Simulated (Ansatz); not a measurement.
Electronic density of states of amorphous Sn$_{18}$Se$_{36}$, density 5.01 g/cm³, on a 2×2×2 Γ-centred mesh with a Gaussian width of 0.1 eV; energies count from the Fermi level, whose place inside the gap is arbitrary. Cell and mesh are small, so fine structure isn't converged. Level of theory: PBE, scalar-relativistic without spin-orbit coupling, PAW (Ansatz default set, large-core Se) (plane waves to 420 eV; Ansatz, a quantum-chemistry and plane-wave program). Sampling: a 2×2×2 Γ-centred mesh; Fermi-Dirac width 0.05 eV; no spin polarisation.

A CHGNet melt-quench gave the starting glass, which DFT then relaxed. The hot cell started wider than the set density and was brought back towards it in steps. It is the lowest in DFT energy of 4 quenches. It is a model cell: composition and starting density were chosen by hand, and all elements were melted together. No dispersion term was used. Its density started from a set value of 5.01 and ended at 5.01 g/cm³. The quench (nominally 17 K/ps over its main leg) was far faster than any real one, so the model tends to hold more defects than a real film. Values belong to this one cell and scatter from quench to quench. The volume was held where the preparation left it, at a PBE pressure of 0.9 GPa. Stress components on the final sampling reach 1.0 GPa. On a 2×2×2 Γ-centred mesh force components of up to 0.15 eV/Å stay, since the relaxation ran on one k-point at (1/4, 1/4, 1/4).

| E - EF (eV) | states/(eV atom) |
|---|---|
| -12.00 | 0.39 |
| -11.90 | 0.35 |
| -11.80 | 0.23 |
| -11.70 | 0.15 |
| -11.60 | 0.28 |
| -11.50 | 0.33 |
| -11.40 | 0.28 |
| -11.30 | 0.24 |
| -11.20 | 0.20 |
| -11.10 | 0.07 |
| -11.00 | 0.01 |
| -10.90 | 0.00 |
| -10.80 | 0.00 |
| -10.70 | 0.00 |
| -10.60 | 0.00 |
| -10.50 | 0.00 |
| -10.40 | 0.00 |
| -10.30 | 0.00 |
| -10.20 | 0.00 |
| -10.10 | 0.00 |
| -10.00 | 0.00 |
| -9.90 | 0.00 |
| -9.80 | 0.00 |
| -9.70 | 0.00 |
| -9.60 | 0.00 |
| -9.50 | 0.00 |
| -9.40 | 0.00 |
| -9.30 | 0.00 |
| -9.20 | 0.00 |
| -9.10 | 0.00 |
| -9.00 | 0.00 |
| -8.90 | 0.00 |
| -8.80 | 0.00 |
| -8.70 | 0.00 |
| -8.60 | 0.00 |
| -8.50 | 0.00 |
| -8.40 | 0.00 |
| -8.30 | 0.00 |
| -8.20 | 0.00 |
| -8.10 | 0.01 |
| -8.00 | 0.11 |
| -7.90 | 0.21 |
| -7.80 | 0.23 |
| -7.70 | 0.38 |
| -7.60 | 0.39 |
| -7.50 | 0.42 |
| -7.40 | 0.47 |
| -7.30 | 0.43 |
| -7.20 | 0.39 |
| -7.10 | 0.37 |
| -7.00 | 0.37 |
| -6.90 | 0.41 |
| -6.80 | 0.48 |
| -6.70 | 0.43 |
| -6.60 | 0.35 |
| -6.50 | 0.36 |
| -6.40 | 0.32 |
| -6.30 | 0.24 |
| -6.20 | 0.15 |
| -6.10 | 0.09 |
| -6.00 | 0.04 |
| -5.90 | 0.01 |
| -5.80 | 0.00 |
| -5.70 | 0.00 |
| -5.60 | 0.00 |
| -5.50 | 0.00 |
| -5.40 | 0.04 |
| -5.30 | 0.16 |
| -5.20 | 0.24 |
| -5.10 | 0.33 |
| -5.00 | 0.44 |
| -4.90 | 0.33 |
| -4.80 | 0.29 |
| -4.70 | 0.40 |
| -4.60 | 0.49 |
| -4.50 | 0.48 |
| -4.40 | 0.47 |
| -4.30 | 0.58 |
| -4.20 | 0.65 |
| -4.10 | 0.63 |
| -4.00 | 0.66 |
| -3.90 | 0.71 |
| -3.80 | 0.65 |
| -3.70 | 0.65 |
| -3.60 | 0.71 |
| -3.50 | 0.70 |
| -3.40 | 0.74 |
| -3.30 | 0.81 |
| -3.20 | 0.72 |
| -3.10 | 0.66 |
| -3.00 | 0.69 |
| -2.90 | 0.69 |
| -2.80 | 0.70 |
| -2.70 | 0.76 |
| -2.60 | 0.72 |
| -2.50 | 0.69 |
| -2.40 | 0.75 |
| -2.30 | 0.81 |
| -2.20 | 0.81 |
| -2.10 | 0.85 |
| -2.00 | 0.84 |
| -1.90 | 0.86 |
| -1.80 | 0.84 |
| -1.70 | 0.83 |
| -1.60 | 0.85 |
| -1.50 | 0.82 |
| -1.40 | 0.79 |
| -1.30 | 0.78 |
| -1.20 | 0.75 |
| -1.10 | 0.70 |
| -1.00 | 0.73 |
| -0.90 | 0.72 |
| -0.80 | 0.72 |
| -0.70 | 0.78 |
| -0.60 | 0.73 |
| -0.50 | 0.60 |
| -0.40 | 0.41 |
| -0.30 | 0.32 |
| -0.20 | 0.20 |
| -0.10 | 0.04 |
| 0.00 | 0.01 |
| 0.10 | 0.04 |
| 0.20 | 0.11 |
| 0.30 | 0.19 |
| 0.40 | 0.26 |
| 0.50 | 0.34 |
| 0.60 | 0.38 |
| 0.70 | 0.31 |
| 0.80 | 0.32 |
| 0.90 | 0.44 |
| 1.00 | 0.43 |
| 1.10 | 0.40 |
| 1.20 | 0.38 |
| 1.30 | 0.49 |
| 1.40 | 0.54 |
| 1.50 | 0.39 |
| 1.60 | 0.29 |
| 1.70 | 0.37 |
| 1.80 | 0.48 |
| 1.90 | 0.50 |
| 2.00 | 0.50 |
| 2.10 | 0.48 |
| 2.20 | 0.50 |
| 2.30 | 0.56 |
| 2.40 | 0.60 |
| 2.50 | 0.58 |
| 2.60 | 0.63 |
| 2.70 | 0.70 |
| 2.80 | 0.70 |
| 2.90 | 0.67 |

The gap on this mesh is 0.36 eV; the broadening fills part of it in the curve.
